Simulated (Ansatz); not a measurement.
The starting structures come from a database of crystals and need not be the phases stable at ambient conditions.

 Where the default PAW files enter, the runs use the earlier of Ansatz's two default sets.

**Evanescent states of RbH (Fm-3m, rock salt, not sure to be the ambient phase, 2 atoms a cell, 26.2 Å³ an atom) along the normal of (111)**

Level of theory: PBEsol (plane waves, PAW; Ansatz, a program for electronic structure).

The gap is the functional's own, uncorrected, and κ follows it; spin-orbit coupling is left out. Mid-gap values are interpolated between the computed energies.

Energies count from the valence-band top; κ is the least over a 12×12 mesh across the current.

| E (eV) | κ (1/Å) | where |
|---|---|---|
| 0.07 | 0.085 | Γ |
| 0.21 | 0.142 | Γ |
| 0.35 | 0.177 | Γ |
| 0.49 | 0.201 | Γ |
| 0.63 | 0.219 | Γ |
| 0.77 | 0.232 | Γ |
| 0.91 | 0.242 | Γ |
| 1.05 | 0.248 | Γ |
| 1.19 | 0.250 | Γ |
| 1.33 | 0.251 | Γ |
| 1.47 | 0.248 | Γ |
| 1.61 | 0.243 | Γ |
| 1.75 | 0.235 | Γ |
| 1.89 | 0.224 | Γ |
| 2.03 | 0.209 | Γ |
| 2.17 | 0.191 | Γ |
| 2.31 | 0.168 | Γ |
| 2.45 | 0.137 | Γ |
| 2.59 | 0.092 | Γ |

Task: How thick must the barrier be to attenuate the transmission by 10^8 when the electrodes' Fermi level lies at 0.07 eV, and what attenuation does that film give at 0.91 eV?

Result: d = 8 ln 10 / (2 × 0.085) = 108.4 Å. At 0.91 eV it gives 8 × 0.242/0.085 = 22.8 decades.
